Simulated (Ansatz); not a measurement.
**Effect of tensor shear ε_yz = +0.80 % on Ni**

The reference is Ni in the fcc (Cu type) structure (space group Fm-3m, No. 225; a = 3.479 Å; ferromagnetic; relaxed with 0.1 eV smearing). Axes: x, y, z lie along the cube axes.

It is then changed as follows: tensor shear ε_yz = +0.80 % (engineering shear γ = 0.0160), atoms relaxed at fixed cell.

The values are results of r2SCAN, PAW, 500 eV (Ansatz, an electronic-structure program; scalar-relativistic without spin-orbit coupling), not measurements. k-mesh 32×32×32 (Γ-centred); smearing 0.1 eV (Fermi–Dirac).

```tsv
quantity	base	changed	shift
volume per atom	10.53 Å³	10.52 Å³	-0.001 Å³
space group	Fm-3m (No. 225)	Immm (No. 71)	–
shortest interatomic distance	2.460 Å	2.440 Å	-0.020 Å
energy relative to the base (free energy F)	0 meV/atom	+1.2 meV/atom	+1.2 meV/atom
pressure (mean of the normal stresses, compression positive)	0.0 GPa	0.1 GPa	+0.1 GPa
band gap	zero	zero	–
magnetic state	ferromagnetic	ferromagnetic	–
largest site moment	0.79 μB	0.80 μB	+0.001 μB
stress (xx, yy, zz, yz, xz, xy; compression positive)	–	(0.0, 0.1, 0.1, -2.3, 0.0, 0.0) GPa	–
```

Final structure:

```xyz
1
Lattice="0.0000 1.7533 1.7533 1.7394 0.0139 1.7394 1.7394 1.7394 0.0139" Properties=species:S:1:pos:R:3 pbc="T T T"
Ni     0.0000     0.0000     0.0000
```

Cost of the whole job for the changed cell (relaxation, final SCF and bands): about 16 core-minutes (a rough figure).

The magnetic state is the one reached from the starting moments; the real material's order can differ, and small cells can't hold many antiferromagnetic ones. The cells carry an imposed strain or load. Stability against distortions was not tested.
